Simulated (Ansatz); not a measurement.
A worked fit of the pressure against the volume, with one run withheld: Al (Fm-3m, 1 atom in the cell)

```yaml
crystal:
  lattice:
    - [0.00000, 2.04976, 2.04976]
    - [2.04976, 0.00000, 2.04976]
    - [2.04976, 2.04976, 0.00000]
  atoms:
    - { symbol: Al, position: [0.00000, 0.00000, 0.00000] }
```

Method of the run: PBEsol, harder PAW files (source: ansatz) made with PBE (plane waves; Ansatz, a program for electronic structure).

Base settings: basis.ecutwfc = 900 eV; kpoints.mp_grid.grid = 11 11 11; hamiltonian.xc = pbesol; hamiltonian.pseudopotentials = {kind: paw, source: ansatz}; scf.occupations.method = fermi_dirac; scf.occupations.width = 0.136 eV.

The starting cell comes from a database of computed structures (which also holds hypothetical and non-ambient phases and stackings), without a prior relaxation at this level. Its lattice was rescaled by a random factor within 2.5 % of one. In the cell shown, with a pressure of about -4 GPa the cell is away from its equilibrium volume at this level. Ansatz's pressure includes its estimate of the finite-basis (Pulay) stress.

Murnaghan's equation with B′ set to 4 (a common value, assumed and not fitted) makes the pressure a straight line in x = (V₁/V)⁴, here with V₁ = 17.224 Å³/atom: P = a + b·x. The rows are the cell shown with its lattice scaled (for instance lattice scaled by 0.97, lattice scaled by 0.985, lattice scaled by 1.015, lattice scaled by 1.03); fractional positions and shape were held.

| volume (Å³/atom) | (V₁/V)⁴ | pressure (GPa) |
|---|---|---|
| 18.821 | 0.7014 | -8.70 |
| 18.011 | 0.8363 | -6.83 |
| 17.224 | 1.0000 | -4.37 |
| 16.461 | 1.1987 | ? |
| 15.720 | 1.4412 | 2.70 |

Question: Fit the line to the 4 rows given and predict the withheld one.

Answer: Means: x̄ = 0.99473, ȳ = -4.3000. Σ(x − x̄)(y − ȳ) = 4.816 and Σ(x − x̄)² = 0.3105, so b = 15.51 and a = ȳ − b·x̄ = -19.728; P = 0 at x₀ = −a/b = 1.2720, so V₀ = V₁·x₀^(−1/4) = 16.22 Å³/atom and B₀ = 4·b·x₀ = 79 GPa (for B′ = 4 and held positions). The largest residual of the fitted rows is 0.15. At x = 1.1987 the line gives -1.14 GPa. The run gave -1.23 GPa, a miss of 0.09 GPa. The rows were chosen because the form fits them, the withheld one included, so this shows the method and is no test of the form.

Left out of this page: 5 runs of the series outside the window shown, repeating another row's setting, or not comparable.

Keys are those of Ansatz 0.2.
